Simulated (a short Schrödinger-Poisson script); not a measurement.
**Gated Al0.3Ga0.7As/GaAs δ-doped gas**

Structure: gated Al0.3Ga0.7As/GaAs δ-doped gas, at 20 K.

```
layer      material  thickness (nm)  Na (cm⁻³)
-----  ------------  --------------  ---------
1      Al0.3Ga0.7As              20          -
2      Al0.3Ga0.7As               5          -
3              GaAs            6000       8e14
```

The device is made up for the run: typed textbook-type constants, with dimensions and the other settings drawn at random. Al0.3Ga0.7As: permittivity 12.05, conduction-band edge (eV) 0.237, gap (eV) 1.798, electron mass (mₑ) 0.0919, Nv at 300 K (cm⁻³) 9e18. GaAs: permittivity 12.9, conduction-band edge (eV) 0, gap (eV) 1.424, Nv at 300 K (cm⁻³) 9e18.

Channel valleys (confinement mass, in-plane density-of-states mass, number): Γ 0.067, 0.067, 1. At the gate the conduction-band edge of layer 1 lies 0.99 eV − eVg above the Fermi level of the channel; the field vanishes at the back. Sheet of ionised δ-doping: +3e12 e/cm² at 20 nm from the gate. The barrier under the gate holds no holes. Gaps are held at their typed values at every temperature. Mesh 0.08 nm at interfaces.

From a short Schrödinger-Poisson script (our own, NumPy): 1D Poisson equation in equilibrium, electrons quantum, Hartree (BenDaniel-Duke, 40 states a valley, the channel's in-plane mass for all, wave functions free to enter the barrier), parabolic valleys, classical holes, full ionisation, no traps, pinning or gate leakage.

```tsv
Vg (V)	electrons (cm⁻²)	in the channel layer	C (μF/cm²)	Γ E0 (meV)	Γ E1 (meV)
0.5	1.26e12	1.20e12	0.372	-42.2	-2.5
0.45	1.15e12	1.10e12	0.369	-39.0	-1.4
0.4	1.03e12	9.92e11	0.366	-35.6	-0.1
0.35	9.19e11	8.87e11	0.363	-32.2	1.4
0.3	8.06e11	7.81e11	0.359	-28.6	3.3
0.25	6.95e11	6.76e11	0.356	-24.8	5.8
0.2	5.84e11	5.70e11	0.353	-20.9	8.4
0.15	4.75e11	4.65e11	0.350	-17.0	11.1
0.1	3.66e11	3.60e11	0.346	-13.1	13.7
0.05	2.59e11	2.55e11	0.341	-9.2	16.1
0	1.54e11	1.52e11	0.335	-5.4	18.4
-0.05	5.14e10	5.10e10	0.316	-1.1	21.1
```

Gate voltages with under 1e6 electrons/cm² are left out.

Subbands count from the Fermi level.
